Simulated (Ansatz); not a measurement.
The parent structure is CaF2 in the fluorite structure (space group Fm-3m, No. 225).

```yaml
crystal:
  lattice:
    - [0.00000, 2.71029, 2.71029]
    - [2.71029, 0.00000, 2.71029]
    - [2.71029, 2.71029, 0.00000]
  atoms:
    - { symbol: Ca, position: [0.00000, 0.00000, 0.00000] }
    - { symbol: F, position: [0.75000, 0.75000, 0.75000] }
    - { symbol: F, position: [0.25000, 0.25000, 0.25000] }
```

Computed with plane-wave PAW DFT at the PBEsol level (Ansatz, a program for electronic structure, 420 eV), no SOC.

Before the change:

- Gap between the host's bands: 7.25 eV
- Gap character: indirect, X → Γ

Now apply this change: 0.0398 electrons added to each cell, a density of 1.0×10^21 cm⁻³, with a uniform compensating background at fixed cell and a 300 K Fermi–Dirac width.

Problem. What happens to the gap between the host's bands, Fermi level from band edge and gap character?

Solution. The gap between the host's bands decreases by 0.09 eV, from 7.25 eV to 7.16 eV; the Fermi level relative to the doped band's edge (positive inside the band; to 0.05 eV) is +0.60 eV; the gap character is still indirect, X → Γ.

Carriers are added with a uniform compensating background; total energy and stress of such cells depend on the potential's zero and are not compared; many-body gap narrowing is missing at this level. Whether these cells are dynamically stable was not tested.
